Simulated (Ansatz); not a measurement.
# ReB2: strain tensor (xx, yy, zz, yz, xz, xy) = (+0.39, −0.81, +1.29, −1.99, +1.43, −0.26) %

Take ReB2 (space group P6_3/mmc, No. 194; a = 2.8903 Å, c = 7.4536 Å) as the base. Axes: x lies along a and z along c of the hexagonal cell.

Perturbation: strain tensor (xx, yy, zz, yz, xz, xy) = (+0.39, −0.81, +1.29, −1.99, +1.43, −0.26) %; the atoms relax in the strained cell.

All numbers come from Kohn–Sham DFT with the PBEsol functional, run in Ansatz (an electronic-structure program) with PAW and 420 eV plane waves, without spin-orbit coupling. Settings: 18×18×7 k-points, 0.05 eV Fermi–Dirac smearing.

| quantity | base | changed | shift |
|---|---|---|---|
| space group | P6_3/mmc (No. 194) | P-1 (No. 2) | – |
| shortest interatomic distance | 3.433 bohr | 3.378 bohr | -0.055 bohr |
| energy relative to the base (free energy F) | 0 meV/atom | +24 meV/atom | +24 meV/atom |
| pressure (mean of the normal stresses, compression positive) | 0.0 GPa | -3.3 GPa | -3.3 GPa |
| band gap | zero | zero | – |
| stress (xx, yy, zz, yz, xz, xy; compression positive) (rough) | – | (-2.1, 3.9, -11.7, 10.8, -7.6, 1.2) GPa | – |

Cost of the whole job for the changed cell (relaxation, final SCF and bands): roughly 2.8 core-minutes.

Without a gap, meshes like the base's 18×18×7 leave anisotropic stresses uncertain by several tenths of a GPa, and small strain energies with them. No phonon test of stability was made. All final runs are without spin polarisation.
